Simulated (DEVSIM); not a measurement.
Structure: illuminated Si n-on-p cell, one wavelength, at 250 K.

Layer 1 from the left is Si, thickness (μm) 0.200, Nd (cm⁻³) 5.6e17, τn (s) 3.2e-6, τp (s) 1.3e-6, absorption coefficient (cm⁻¹) 2000. Layer 2 from the left is Si, thickness (μm) 280, Na (cm⁻³) 4.2e16, τn (s) 2e-5, τp (s) 2e-5, absorption coefficient (cm⁻¹) 2000.

Left contact: ohmic, minority hole recombination velocity 4e6 cm/s. Right contact: ohmic, minority electron recombination velocity 500 cm/s. Voltage is applied to the left contact. Recombination: SRH at mid-gap, radiative, Auger. Gap narrowing is on: ΔEg = 6.92 meV × (l + √(l² + 0.5)), l = ln(N/1.3e17 cm⁻³), shared equally by both band edges. Light enters at the left, 2e17 photons cm⁻² s⁻¹, one pass, no reflection. Mobility is constant in doping.

The device is made up for the run: typed textbook-type constants, with dimensions and the other settings drawn at random. Values at 300 K; Nc and Nv go as T^1.5, mobilities as T to minus their exponent, the gap by Varshni's rule with the affinity fixed.

Si: gap (eV) 1.124, affinity (eV) 4.05, permittivity 11.7, Nc (cm⁻³) 2.86e19, Nv (cm⁻³) 3.1e19, μn (cm²/Vs) 1417, μp (cm²/Vs) 470, T exponent of μn 2.3, T exponent of μp 2.2, B (cm³/s) 4.7e-15, Cn (cm⁶/s) 2.8e-31, Cp (cm⁶/s) 9.9e-32, Varshni α (eV/K) 0.000473, Varshni β (K) 636.

Simulated with DEVSIM: 1D drift-diffusion, Boltzmann statistics, complete ionisation; no tunnelling, impact ionisation, image-force lowering or self-heating.

Dark forward current:

```
|V| (V)  |J| (A/cm²)
-------  -----------
0.10       3.468e-12
0.15       1.437e-11
0.20       7.229e-11
0.25       4.853e-10
0.30        4.099e-9
0.35        3.888e-8
0.40        3.858e-7
0.45        3.888e-6
0.50        3.940e-5
0.55       0.0003997
0.60        0.004053
0.65         0.04072
0.70          0.3769
0.75           2.283
0.80           6.891
0.85           13.60
0.90           22.04
0.95           32.02
1.00           43.39
1.05           56.05
1.10           69.96
1.15           85.10
1.20           101.4
1.25           119.0
1.30           137.7
1.35           157.6
```

Task: Work out the local ideality factor n = ΔV / (kT/q · ln(J2/J1)) between the rows 0.10 and 0.15 V, 0.50 and 0.55 V, 1.30 and 1.35 V.

Result: kT/q = 21.54 mV. From 0.10 to 0.15 V: ln(1.437e-11/3.468e-12) = 1.422, n = 1.63. From 0.50 to 0.55 V: ln(0.0003997/3.940e-5) = 2.317, n = 1.00, near the 1 of diffusion or emission over a barrier. From 1.30 to 1.35 V: ln(157.6/137.7) = 0.135, n = 17.20.

Task: What current could the absorbed light give at most, and what share is collected?

Result: Σ αd = 56.0, so qΦ(1 − exp(−Σ αd)) = 32.0 mA/cm². The simulated short-circuit current is 31.15 mA/cm², a share of 0.97.

Task: Estimate the open-circuit voltage by superposition: the voltage at which the dark current equals that short-circuit current.

Result: Interpolating ln J in the table gives 0.644 V. The simulation gives 0.644 V, the same within the digits that matter. Superposition holds where collection doesn't change with voltage.

Task: Estimate the fill factor from FF0 = (v − ln(v + 0.72))/(v + 1), v = qVoc/(nkT), with n from the dark curve.

Result: The rows about Voc, 0.60 and 0.65 V, give n = 1.01, so v = 29.7 and FF0 = 0.856. The simulation gives 0.858, the same within the digits that matter.
